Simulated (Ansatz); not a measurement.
Structures of equal composition on the (111) surface of germanium (Ge plane on top): (√3x√3)R30° Sn adatom at H3; (√3x√3)R30° Sn adatom at T4. The slabs share one bottom face, and each structure is named by its start. These are constructed structures in small cells; real faces may alloy, dewet or reconstruct in larger ones, and not all known structures of the face are among them. Slabs of about 13 Å, Fermi-Dirac smearing of 0.025 eV. Bottom of the slabs: H caps. Relaxed from the named starts with such symmetry as they have, on meshes of like density; energies extrapolated to zero smearing; spin only where a row says so; no spin-orbit coupling, no U. Brackets mark spin-polarised runs, whose order is one that fits the cell. Where a second, spin-polarised start was run, the lower counts.

Calculation: r2SCAN, at the PBE geometry (plane waves to 500 eV, PAW; Ansatz, a quantum-chemistry and plane-wave program).

### Question
Put the candidates in order of energy per 1x1 cell, lowest first, for r2SCAN, at the PBE geometry.

### Answer
(√3x√3)R30° Sn adatom at T4 (0.000 eV [spin, 0.4 μB a cell], no gap on the mesh), (√3x√3)R30° Sn adatom at H3 (0.128 eV [spin, 0.3 μB a cell], no gap on the mesh)
